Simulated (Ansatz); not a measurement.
# LiNbO3, pressure series

The reference is LiNbO₃ (space group R3c, No. 161; a = 5.1898 Å, c = 14.0156 Å (hexagonal axes)).

Cell and atoms are relaxed at each pressure.

Calculations: Ansatz (a quantum-chemistry and plane-wave program), PBE, PAW, cutoff 420 eV, spin-orbit coupling left out.

Candidates:
(a) pressure 30 GPa
(b) pressure 0.9 GPa
(c) pressure 22.5 GPa

Base values:

| Property | Result |
|---|---|
| Smallest direct gap | 3.59 eV |

### Question
Order them by smallest direct gap, lowest first.

### Answer
(b) pressure 0.9 GPa (3.60 eV), (a) pressure 30 GPa (3.70 eV), (c) pressure 22.5 GPa (3.73 eV)

Load acts through the strain it causes; cell and atoms are relaxed under it. No phonon test of stability was made. Competing high-pressure phases were not computed.
